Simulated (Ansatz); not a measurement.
CuI: biaxial strain −0.83 %, plane normal [111], relaxed out of plane

Base system: CuI in the zinc blende structure (space group F-43m, No. 216; a = 6.023 Å). Axes: x, y, z lie along the cube axes.

Modification: biaxial strain −0.83 %, plane normal [111], relaxed out of plane (Cartesian); in-plane vectors clamped, the third vector and the atoms free.

Level of theory: r2SCAN (Ansatz, a program for electronic structure; PAW; 500 eV plane waves; no spin-orbit coupling). Γ-centred 10×10×10 mesh, Fermi–Dirac width 0.05 eV.

The volume per atom decreases by 0.28 Å³ (27.31 Å³ → 27.03 Å³) and the space group changes from F-43m (No. 216) to R3m (No. 160). The energy grows by 1.0 meV/atom and the pressure (mean of the normal stresses, compression positive) goes from zero to 0.46 GPa. The band gap goes up by 0.02 eV, from 1.67 eV to 1.69 eV and the gap character stays direct at Γ. The electron mass changes from 0.18 mₑ (at Γ) to 0.17 mₑ out of plane, 0.19 mₑ in plane (at Γ) and the valence-band top at Γ (three highest levels, from the VBM) goes from 0.00, 0.00, 0.00 eV to 0.00, 0.00, -0.02 eV. The valley order (the lowest conduction-band minima on the path, energy above the VBM, named in the base's zone) goes from Γ 1.67 eV; L along ⟨111⟩ 2.57 eV; X along ⟨100⟩ 2.90 eV to Γ 1.69 eV; L along [1-11] 2.53 eV; L along [111] 2.67 eV; X along [100] 2.86 eV and the out-of-plane strain amounts to +0.65 %. The ratio −ε⊥/ε∥ is 0.78 and the mean in-plane stress (compression positive) comes out as +0.7 GPa.

Spin-orbit coupling, missing from the scalar runs, can matter with I. Effective masses come from finite differences of ±0.01 Å⁻¹. Whether these cells are dynamically stable was not tested. The final runs are not spin-polarised. k-point labels follow each cell's own Brillouin zone.
